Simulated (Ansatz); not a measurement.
The starting structures come from a database of crystals and need not be the phases stable at ambient conditions.

Given:

```
CdMgTe2
1.0
    4.61119     0.00000     0.00000
   -2.30559     7.62372     0.00000
    2.30559     0.69727     3.93206
Mg Cd Te
1 1 2
Direct
  0.00164   0.50246   0.49918
  0.99899   0.99848   0.00051
  0.74677   0.62015   0.12662
  0.75258   0.12887   0.62371
```

Space group of this cell: R3m. The cell is taken as given; by PBEsol its mean pressure is -0.9 GPa.

The current runs along the normal of the first two printed vectors, the (101) plane. All runs by Ansatz (a first-principles code), plane waves and PAW, without spin-orbit coupling; the base is PBEsol.

```tsv
run	mean pressure (GPa)	gap (eV)	mid-gap κ (1/Å)
base	-0.9	1.20	0.086
all lengths scaled by 0.98	1.5	1.40	0.096
all lengths scaled by 1.02	-2.7	(withheld)	(withheld)
lda in place of pbesol	-2.2	1.08	0.078
lengths across the current scaled by 0.98, ions clamped	0.7	1.30	0.093
lengths across the current scaled by 1.02, ions clamped	-2.1	(withheld)	(withheld)
lengths along the current scaled by 0.97, ions clamped	0.3	1.24	0.090
lengths along the current scaled by 1.03, ions clamped	-1.8	(withheld)	(withheld)
```

Problem. Complete the blanks.

Solution. 
- all lengths scaled by 1.02, gap (eV): 1.02
- all lengths scaled by 1.02, mid-gap κ (1/Å): 0.076
- lengths across the current scaled by 1.02, ions clamped, gap (eV): 1.05
- lengths across the current scaled by 1.02, ions clamped, mid-gap κ (1/Å): 0.079
- lengths along the current scaled by 1.03, ions clamped, gap (eV): 1.07
- lengths along the current scaled by 1.03, ions clamped, mid-gap κ (1/Å): 0.083
